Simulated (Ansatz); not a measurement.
Tl2O (R-3m, No. 166) was calculated with PBEsol (Ansatz, a program for electronic structure, plane waves, PAW).

Run with plane-wave cutoff 500 eV, 14×14×14 k mesh, gaussian smearing 0.02 eV, scalar-relativistic PAW data made under PBE.

Cell (relaxed at this level):

Space group R-3m, hexagonal axes (No. 166); a = b = 3.510 Å, c = 37.648 Å, α = β = 90.00°, γ = 120.00°

```
atom  site  symmetry       x       y       z
----  ----  --------  ------  ------  ------
Tl      6c        3m  0.0000  0.0000  0.2902
Tl      6c        3m  0.0000  0.0000  0.1230
O       6c        3m  0.0000  0.0000  0.4165
```
(The calculation used a cell of 6 atoms; values per cell refer to that cell.)

Problem. What does this level give for the band gap?

Solution. 
- band gap = 0.38 eV (on the SCF k mesh)

Note: the cell has widely spaced layers and the level no dispersion term, so their spacing and the moduli can rest on weak binding.

Spin–orbit coupling is not included; with these elements it can move the gap by several tenths of an eV or more.

Static lattice: no zero-point or thermal effects.

Cost on a shared machine: around 16 core-minutes (rough).
